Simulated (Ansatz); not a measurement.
The starting structures come from a database of crystals and need not be the phases stable at ambient conditions.

 Where the default PAW files enter, the runs use the earlier of Ansatz's two default sets.

Crystal: TiZnO3 (R-3, not sure to be the ambient phase, 10 atoms a cell, 10.7 Å³ an atom, -8 GPa at this level); planes in its conventional cell.

Computed with PBEsol (plane waves, PAW; Ansatz, a quantum-chemistry and plane-wave program).

No gap correction and no spin-orbit coupling; mid-gap values are interpolated between computed energies.

| plane | area of the cell (Å²) | mid-gap κ (1/Å) | largest κ in the gap (1/Å) |
|---|---|---|---|
| (001) | 22.8 | 0.35 | 0.36 |
| (110) | 41.7 | … | … |
| (101) | 25.2 | … | … |

Problem. The slowest decay depends on the direction. Supply the withheld values.

Solution. 
- (110), mid-gap κ (1/Å): 0.38
- (110), largest κ in the gap (1/Å): 0.39
- (101), mid-gap κ (1/Å): 0.39
- (101), largest κ in the gap (1/Å): 0.40
